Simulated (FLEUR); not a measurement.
A self-consistent single point of MgSn5 (R32, 6 atoms in the cell) with FLEUR.

Computed with FLEUR with LDA (Perdew-Zunger), all-electron FLAPW (FLEUR), scalar-relativistic valence.

```
MgSn5
1.0
    2.84265     1.64120     5.56202
   -2.84265     1.64120     5.56202
    0.00000    -3.28241     5.56202
Mg Sn
1 5
Direct
  0.50000   0.50000   0.50000
  0.66053   0.33947   0.00000
  0.00000   0.66053   0.33947
  0.33947   0.00000   0.66053
  0.16639   0.16639   0.16639
  0.83361   0.83361   0.83361
```

Reference input (self-consistent single point, DFT, PBEsol, all-electron FLAPW (FLEUR), scalar-relativistic valence): Kmax = 3.8 1/bohr; GmaxXC = 15.2 1/bohr; xcFunctional = PBEs; jspins = 1; l_soc = F; mode = hist; fermiSmearingEnergy = 0.00367493 Htr; mesh (inpgen div1-3) = 4 4 4; inpgen gamma flag = true; Gmax = 15.2 1/bohr; numbands = 0; maxIterBroyd = 99. This run's input differs from it in these lines:

```diff
@@ -18,3 +18,3 @@
 &comp jspins=1 /
-&exco xctyp='PBEs' /
+&exco xctyp='pz' /
 &kpt div1=4 div2=4 div3=4 gamma=t /
@@ -31,3 +31,3 @@
       <coreElectrons ctail="T" frcor="F" kcrel="0" coretail_lmax="0"/>
-      <xcFunctional name="PBEs" relativisticCorrections="F"/>
+      <xcFunctional name="pz" relativisticCorrections="F"/>
       <magnetism jspins="1"/>
```

Output, abridged:

```
 Iteration:     1   Distance:       2.75022248 me/bohr^3
 Iteration:     2   Distance:       2.56012687 me/bohr^3
 Iteration:     3   Distance:       1.09636578 me/bohr^3
 Iteration:     4   Distance:       0.25874718 me/bohr^3
 Iteration:     5   Distance:       0.18768195 me/bohr^3
   [... 7 lines left out ...]
 Iteration:    13   Distance:       0.00011382 me/bohr^3
 Iteration:    14   Distance:       0.00003320 me/bohr^3
 Iteration:    15   Distance:       0.00001735 me/bohr^3
 Iteration:    16   Distance:       0.00000292 me/bohr^3
 Reset of history
 Run finished successfully
 Stop message:
   Structural relaxation: new displacements generated

[file out, last iteration]
             iter=     17
[...]
          total density-effective poten   -5.1427886124E+04
          total charge density-energy d   -8.1550947749E+02
 Updated energy parameters for spin:           1
[...]
 fermi energy and band-weighting factors:
   [... 5 lines left out ...]

[...]
FERMIE:
          first approx. to ef    (T=0)  :   0.265549 htr   (energy of the highest occ. eigenvalue)
          number of occ. states  (T=0)  :        524
          first approx. to seigv (T=0)  : -36.874359 htr
          sum of weights of occ. states :  40.000000
          sum of semicore charge        :   0.000000 e
FERHIS:  Fermi-Energy by histogram:
          bandgap                     :   0.001987 htr
   [... lines left out ...]
          charge neutrality (T=0)     :   0.000000    (zero if the highest occ. eigenvalue is "entirely" occupied)
     EF_NEWTON:  Adjust Fermi-Energy by Newton-Method.
 Direct bandgap for spin            1 :    1.7447373721786563E-002  Htr
 ---->    free energy=                    -31068.6368326347 htr
   [... lines left out ...]
 TOTAL FORCE FOR ATOM TYPE=  1  X=  0.000   Y=  0.000   Z= 15.766
                       FX_TOT= 0.000000 FY_TOT= 0.000000 FZ_TOT= 0.000000
 TOTAL FORCE FOR ATOM TYPE=  2  X= -3.647   Y=  0.000   Z=  0.000
                       FX_TOT= 0.001511 FY_TOT= 0.000000 FZ_TOT= 0.000000
 TOTAL FORCE FOR ATOM TYPE=  3  X=  0.000   Y=  0.000   Z=  5.247
                       FX_TOT= 0.000000 FY_TOT= 0.000000 FZ_TOT= 0.000956
```

The run converged in 16 iterations. FLEUR gives forces in its relaxation mode, with a further iteration, so its stop message speaks of a relaxation. Against the reference run the largest force goes from 0.086 to 0.078 eV/Å.

The starting cell comes from a database of computed structures (which also holds hypothetical and non-ambient phases and stackings), without a prior relaxation at this level. Its lattice was rescaled by a random factor within 2.5 % of one. Values depend on the basis (sphere radii, cutoffs, local orbitals), which need not be converged. The log's line on a gap gives a spacing of levels on this mesh, which the program prints for metals too.

Cost on one core of a shared machine: roughly 3 min.
